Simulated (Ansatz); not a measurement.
Consider Bi₂Te₃ in the Bi2Te3 type structure (space group R-3m, No. 166).

```xyz
5
Lattice="2.1973 1.2686 10.4614 -2.1973 1.2686 10.4614 0.0000 -2.5372 10.4614" Properties=species:S:1:pos:R:3 pbc="T T T"
Bi     0.0000     0.0000    12.5016
Bi     0.0000     0.0000    18.8827
Te     0.0000     0.0000     0.0000
Te     0.0000     0.0000     6.7088
Te     0.0000     0.0000    24.6755
```

Computed with Ansatz (a program for electronic structure), r2SCAN+rVV10, PAW, cutoff 500 eV, without spin-orbit coupling.

Before the change:

```
Property       Result
---------  ----------
Density    7.60 g/cm³
c/a ratio       7.142
```

Modification: full substitution Te → Sn, then cell and atoms are relaxed.

Tabulated Pauling electronegativity and covalent radius: Te 2.10, 1.38 Å; Sn 1.96, 1.39 Å.

Question: Estimate the effect on the density.

Answer: The density increases by 0.85 g/cm³, from 7.60 g/cm³ to 8.45 g/cm³.

Question: What does the calculation give for the c/a ratio after the change?

Answer: The c/a ratio falls by 1.066, from 7.142 to 6.076.

No phonon test of stability was made. As relaxed here, Sn3Bi2 is a hypothetical phase, not in the database extracts checked.
